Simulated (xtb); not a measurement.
xtb 6.7.1, GFN1-xTB: Mo(NH)2(Br)(NMe2) (C[N](C)[Mo](=[NH])(=[NH])[Br]), 15 atoms. The geometry is a generated start, not checked to be a minimum at this level.

```
Item                       Value
-----------------  -------------
run flags                 --grad
method                  GFN1-xTB
--acc                1 (default)
--etemp (K)        300 (default)
basis functions               56
valence electrons             44
```

```xyz
15

Mo    -0.4643    -0.9783    -0.9229
N      0.8497    -1.9221    -1.5507
H      1.5091    -2.4358    -2.1264
N     -1.3252     0.0100    -2.0637
H     -1.6743     0.5348    -2.8572
Br    -2.0238    -2.4762     0.1298
N      0.1396     0.1598     0.4832
C     -0.7677     1.2047     0.9223
C      1.4395     0.3309     1.0956
H     -0.8897     1.1699     2.0142
H     -0.3837     2.1999     0.6499
H     -1.7521     1.0628     0.4592
H      1.8681     1.3075     0.8202
H      1.3636     0.2926     2.1905
H      2.1112    -0.4605     0.7560
```

Charge 0 and multiplicity 1 are set for this test and not shown to be the ground state.

One run each on 1 thread. Values of broydamp tried: 0.02, 0.05, 0.1, 0.2, 0.4 (default), 0.6, 0.8, 1.

Task: How does the count of SCC iterations change with broydamp, and where is it least?

Result: Fewest SCC iterations, within one of each other: 0.2 with 13, 0.4 (default) with 12. The count rises to 23 at 0.02. All converge to one solution.

```
broydamp       SCC iterations            end
-------------  --------------  -------------
0.02                       23  same solution
0.05                       22  same solution
0.1                        17  same solution
0.2                        13  same solution
0.4 (default)              12  same solution
0.6                        14  same solution
0.8                        20  same solution
1                          21  same solution
```
